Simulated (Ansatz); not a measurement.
Start from Pd in the fcc (Cu type) structure (space group Fm-3m, No. 225; a = 3.878 Å; relaxed with 0.1 eV smearing). Axes: x, y, z lie along the cube axes.

All numbers come from plane-wave PAW DFT at the PBEsol level (Ansatz, a program for electronic structure, 420 eV), no spin-orbit coupling.

Before the change:

```
Quantity  Value
--------  -----
Band gap   zero
```

It is then changed as follows: uniaxial strain ε_zz = −1.50 %, all other strain components held at zero, atoms relaxed at fixed cell.

### Question
Predict the new energy relative to the base and band gap.

### Answer
The energy grows by 2.6 meV/atom; the band gap is still zero.

Whether these cells are dynamically stable was not tested. All final runs are without spin polarisation.
